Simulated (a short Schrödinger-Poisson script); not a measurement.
## Gated Al0.2Ga0.8N/GaN polarisation-induced gas

Stack: gated Al0.2Ga0.8N/GaN polarisation-induced gas, at 300 K.

```tsv
layer	material	thickness (nm)	Na (cm⁻³)
1	Al0.2Ga0.8N	10	-
2	GaN	6000	3e15
```

The device is made up for the run: typed textbook-type constants, with dimensions and the other settings drawn at random. Al0.2Ga0.8N: permittivity 9.38, conduction-band edge (eV) 0.262, gap (eV) 3.804, electron mass (mₑ) 0.224, Nv at 300 K (cm⁻³) 4.6e19. GaN: permittivity 9.5, conduction-band edge (eV) 0, gap (eV) 3.43, Nv at 300 K (cm⁻³) 4.6e19.

Channel valleys (confinement mass, in-plane density-of-states mass, number): Γ 0.2, 0.2, 1. At the gate the conduction-band edge of layer 1 lies 1.1 eV − eVg above the Fermi level of the channel; the field vanishes at the back. Sheet of polarisation charge: +9.4e12 e/cm² at 10 nm from the gate. The barrier under the gate holds no holes. Gaps are held at their typed values at every temperature. Mesh 0.08 nm at interfaces.

From a short Schrödinger-Poisson script (our own, NumPy): 1D Poisson equation in equilibrium, electrons quantum, Hartree (BenDaniel-Duke, 40 states a valley, the channel's in-plane mass for all, wave functions free to enter the barrier), parabolic valleys, classical holes, full ionisation, no traps, pinning or gate leakage.

| Vg (V) | electrons (cm⁻²) | in the channel layer | C (μF/cm²) | Γ E0 (meV) | Γ E1 (meV) |
|---|---|---|---|---|---|
| 0.5 | 6.13e12 | 5.55e12 | 0.758 | -61.8 | 30.4 |
| 0.4 | 5.66e12 | 5.18e12 | 0.751 | -56.4 | 32.8 |
| 0.3 | 5.20e12 | 4.80e12 | 0.744 | -50.8 | 35.1 |
| 0.2 | 4.73e12 | 4.41e12 | 0.738 | -45.1 | 37.6 |
| 0.1 | 4.28e12 | 4.01e12 | 0.731 | -39.3 | 40.1 |
| 0 | 3.82e12 | 3.61e12 | 0.723 | -33.2 | 42.7 |
| -0.1 | 3.37e12 | 3.21e12 | 0.715 | -26.8 | 45.5 |
| -0.2 | 2.93e12 | 2.81e12 | 0.705 | -20.2 | 48.5 |
| -0.3 | 2.49e12 | 2.40e12 | 0.694 | -13.0 | 51.8 |
| -0.4 | 2.07e12 | 2.00e12 | 0.681 | -5.2 | 55.6 |
| -0.5 | 1.65e12 | 1.60e12 | 0.663 | 3.5 | 60.1 |
| -0.6 | 1.24e12 | 1.21e12 | 0.639 | 13.7 | 65.8 |
| -0.7 | 8.51e11 | 8.37e11 | 0.604 | 26.2 | 73.5 |
| -0.8 | 4.91e11 | 4.86e11 | 0.544 | 43.2 | 85.3 |
| -0.9 | 1.88e11 | 1.86e11 | 0.412 | 70.8 | 107.6 |
| -1 | 2.12e10 | 2.11e10 | 0.115 | 129.0 | 162.2 |
| -1.1 | 5.79e8 | 5.75e8 | 0.0117 | 222.5 | 254.9 |
| -1.2 | 1.29e7 | 1.29e7 | 0.00838 | 321.0 | 353.0 |

Subbands count from the Fermi level.
